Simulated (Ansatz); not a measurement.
Results of LDA (PAW; Ansatz, a first-principles code) for As₂O₃ (Fd-3m, No. 227).

Numerical settings: plane-wave cutoff 520 eV, 6×6×6 k mesh, scalar-relativistic PAW data made under PBE.

Computed at the level's own relaxed cell.

Elastic tensor (GPa, Voigt notation, ions relaxed):

```
   35.3    11.5    11.5     0.0     0.0     0.0
   11.5    35.3    11.5     0.0     0.0     0.0
   11.5    11.5    35.3     0.0     0.0     0.0
    0.0     0.0     0.0    16.6     0.0     0.0
    0.0     0.0     0.0     0.0    16.6     0.0
    0.0     0.0     0.0     0.0     0.0    16.6
```

Worked from these constants: the tetragonal shear constant is C′ = (C11 − C12)/2 = 11.9 GPa against C44 = 16.6 GPa, so the tetragonal shear is the softer. The Zener ratio C44/C′ is 1.39 (1 for an isotropic solid), and the Cauchy pressure C12 − C44 is -5.1 GPa. With C11 + 2C12 = 58.3 GPa all three Born conditions hold; they don't test modes at the zone boundary.

Note: the relaxation could not lower the start's symmetry, so the cell can be a saddle point above a distorted one; the volume lies 12 % below that of the published cell.

Static lattice: no zero-point or thermal effects.
